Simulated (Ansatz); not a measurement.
MgF2 in the rutile structure (space group P4_2/mnm, No. 136)

Space group P4₂/mnm (No. 136); a = b = 4.6389 Å, c = 3.0624 Å, α = β = γ = 90.00°

```json
[
 {"atom": "Mg", "site": "2a", "symmetry": "m.mm", "x": "0.0000", "y": "0.0000", "z": "0.0000"},
 {"atom": "F", "site": "4f", "symmetry": "m.2m", "x": "0.3034", "y": "0.3034", "z": "0.0000"}
]
```

Computed with Ansatz (a first-principles code) PBEsol, spin-orbit coupling left out. Γ-centred 7×7×11 mesh, Fermi–Dirac width 0.05 eV.

| Quantity | Value |
|---|---|
| Volume per atom | 10.98 Å³ |
| Density | 3.14 g/cm³ |
| Band gap | 6.89 eV, direct at Γ |
| Lowest conduction-band minima above the VBM | Γ 6.89 eV |
| Total energy | -1172.649 eV/atom (σ→0; compares only within this code and set-up) |

No phonon test of stability was made.
